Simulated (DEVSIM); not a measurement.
System: Schottky contact on n-type Si, at 300 K.

Layer 1 from the left is Si, thickness (μm) 0.570, Nd (cm⁻³) 3.8e15, τn (s) 4.3e-7, τp (s) 4.3e-7.

Left contact: Schottky, work function 5.02 eV, emission velocity 3.9e6 cm/s. Right contact: ohmic. Voltage is applied to the left contact. Recombination: SRH at mid-gap, radiative. Mobility is constant in doping.

The device is made up for the run: typed textbook-type constants, with dimensions and the other settings drawn at random. Values at 300 K.

Si: gap (eV) 1.124, affinity (eV) 4.05, permittivity 11.7, Nc (cm⁻³) 2.86e19, Nv (cm⁻³) 3.1e19, μn (cm²/Vs) 1417, μp (cm²/Vs) 470, B (cm³/s) 4.7e-15.

Model (solved in DEVSIM): 1D drift-diffusion, Boltzmann statistics, complete ionisation; no tunnelling, impact ionisation, image-force lowering or self-heating. Metal contacts follow the ideal Schottky-Mott rule: no Fermi-level pinning, no interface dipoles.

Dark forward current:

```
|V| (V)  |J| (A/cm²)
-------  -----------
0.05        5.198e-8
0.10        3.122e-7
0.15        1.791e-6
0.20        1.069e-5
0.25        6.583e-5
0.30       0.0004124
0.35        0.002609
0.40         0.01659
0.45          0.1057
0.50          0.6722
0.55           4.232
0.60           25.66
0.65           138.5
0.70           586.9
0.75            1790
0.80            3993
```

Problem. Work out the local ideality factor n = ΔV / (kT/q · ln(J2/J1)) between the rows 0.15 and 0.20 V, 0.40 and 0.45 V, 0.75 and 0.80 V.

Solution. kT/q = 25.85 mV. From 0.15 to 0.20 V: ln(1.069e-5/1.791e-6) = 1.787, n = 1.08, near the 1 of diffusion or emission over a barrier. From 0.40 to 0.45 V: ln(0.1057/0.01659) = 1.852, n = 1.04, near the 1 of diffusion or emission over a barrier. From 0.75 to 0.80 V: ln(3993/1790) = 0.802, n = 2.41.

Problem. Estimate the current at 0.40 V for emission alone, J0 = q v N_band exp(−φB/kT), and read the barrier back from the simulated current.

Solution. φB = 0.970 eV, N_band = 2.86e19 cm⁻³, J0 = 9.03e-10 A/cm²; J = J0 (exp(qV/kT) − 1) = 0.00474 A/cm². The simulation gives 0.0166 A/cm²; the estimate lies 71 % below. Read backwards, the simulated current gives an apparent barrier of 0.938 eV. The estimate leaves out transport through the depletion region and minority injection.
